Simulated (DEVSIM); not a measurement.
Device: Si p-i-n diode, at 350 K.

```tsv
layer (left to right)	material	thickness (μm)	Nd (cm⁻³)	Na (cm⁻³)	τn (s)	τp (s)
1	Si	0.640	-	1.9e17	7.1e-5	7.1e-5
2	Si	0.310	5.1e11	-	7.1e-5	7.1e-5
3	Si	1.40	1e17	-	7.1e-5	7.1e-5
```

Left contact: ohmic. Right contact: ohmic. Voltage is applied to the left contact. Recombination: SRH at mid-gap. Mobility is μmin + (μ − μmin)/(1 + (N/Nref)^α).

The device is made up for the run: typed textbook-type constants, with dimensions and the other settings drawn at random. Values at 300 K; Nc and Nv go as T^1.5, mobilities as T to minus their exponent, the gap by Varshni's rule with the affinity fixed. The table also holds parameters that only a changed run uses.

| parameter | Si |
|---|---|
| gap (eV) | 1.124 |
| affinity (eV) | 4.05 |
| permittivity | 11.7 |
| Nc (cm⁻³) | 2.86e19 |
| Nv (cm⁻³) | 3.1e19 |
| μn (cm²/Vs) | 1417 |
| μp (cm²/Vs) | 470 |
| μn,min | 52 |
| μp,min | 45 |
| Nref,n | 9.7e16 |
| Nref,p | 2.2e17 |
| αn | 0.68 |
| αp | 0.72 |
| T exponent of μn | 2.3 |
| T exponent of μp | 2.2 |
| Cn (cm⁶/s) | 2.8e-31 |
| Cp (cm⁶/s) | 9.9e-32 |
| Varshni α (eV/K) | 0.000473 |
| Varshni β (K) | 636 |

DEVSIM, 1D drift-diffusion, Boltzmann statistics, complete ionisation; no tunnelling, impact ionisation, image-force lowering or self-heating.

Base results: dark forward voltage at 100 A/cm² (V) 0.659; potential step across the device at zero bias (V) 0.773; dark forward voltage at 1 A/cm² (V) 0.518.

Question: What follows from this one change: temperature 350 → 500 K?

Answer: dark forward voltage at 100 A/cm² 0.659 → 0.391 V; potential step across the device at zero bias 0.773 → 0.536 V; dark forward voltage at 1 A/cm² 0.518 → 0.188 V.

Question: What follows from this one change: thickness of layer 3 1.4 → 0.28 μm?

Answer: dark forward voltage at 100 A/cm² 0.659 → 0.634 V; potential step across the device at zero bias little changed (0.773 V); dark forward voltage at 1 A/cm² 0.518 → 0.492 V.

Question: What follows from this one change: constant mobility in place of the doping-dependent one?

Answer: dark forward voltage at 100 A/cm² 0.659 → 0.636 V; potential step across the device at zero bias little changed (0.773 V); dark forward voltage at 1 A/cm² 0.518 → 0.496 V.
